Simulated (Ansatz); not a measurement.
Defect migration in beta Ga2O3: Ga vacancy, charge state -3. The step: a nearby Ga atom hops onto the vacant site; the atom moves 2.91 Å along (0.00, 0.94, 0.00) of the unit cell; the moving atom starts with neighbours O at 1.88, O at 1.98, O at 2.00, O at 2.01, O at 2.10, O at 2.19 Å and ends with O at 1.87, O at 1.98, O at 2.00, O at 2.01, O at 2.10, O at 2.19 Å. DFT values are from Ansatz (plane-wave PAW, 420 eV unless said) in a cell of 120 host sites, spin-restricted, static, with no finite-size correction. The charge state is imposed; whether it is stable for some Fermi level was not computed. Forms of the defect that were not tried may lie lower. For the PBE band: the saddle point's order was not checked.

| Level | Forward barrier (eV) | Cost of the band or of the saddle's single point |
|---|---|---|
| CHGNet universal potential (has no charge state), its own band | 1.08 | - |
| PBE, the Γ point alone, band relaxed | 1.45 | very roughly 80 core-minutes |
| PBE, a 2×2×2 k-point mesh shifted by half a step, same geometries | 1.44 | around 14 core-minutes (rough) |
| r2SCAN at 500 eV, the Γ point alone, same geometries | ? | roughly 3 core-minutes |

Task: Some entries are withheld; supply them.

Result: 
- r2SCAN at 500 eV, the Γ point alone, same geometries, Forward barrier (eV): 1.46

Ansatz is an electronic-structure program.
